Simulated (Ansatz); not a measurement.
Where the default PAW files enter, the runs use the earlier of Ansatz's two default sets.

Here is the system:

```
Ga2O3
1.0
    3.04757     0.00000     0.00000
    0.00000     5.81741     0.00000
    1.52378    -1.46094     5.96390
Ga O
4 6
Cartesian
  3.04757   2.98967   4.06929
  1.52378   1.36680   1.89461
  1.52378  -0.00280   4.88480
  3.04757   4.35928   1.07911
  1.52378   4.31400   0.04211
  3.04757   0.04247   5.92180
  1.52378   1.58650   3.89598
  3.04757   2.76998   2.06792
  3.04757   0.15432   1.96212
  1.52378   4.20215   4.00178
```

Space group of this cell: C2/m. The cell is taken as given; by r2SCAN its mean pressure is -1.5 GPa.

Calculation: r2SCAN (plane waves, PAW; Ansatz, a first-principles code).

The current runs along the normal of the first two printed vectors; no spin-orbit coupling. Scaled by the factor s: the length along the current (ions clamped). Meshes 10×6×10 and 10×6 across the current in all rows.

```tsv
s	mean pressure (GPa)	slowest mid-gap decay constant κ (1/Å)
0.97	5.0	?
1.00	-1.5	0.244
1.03	-6.8	0.228
```

Problem. Take the slope of the slowest mid-gap decay constant κ against ln s from the two given rows, extrapolate to s = 0.97, and say what the run there gives.

Solution. Slope = (0.228 − 0.244) / ln 1.03 = -0.541 1/Å. The line gives 0.244 + (-0.541) × ln 0.97 = 0.260 1/Å. The run gives 0.260 1/Å, as the line does.
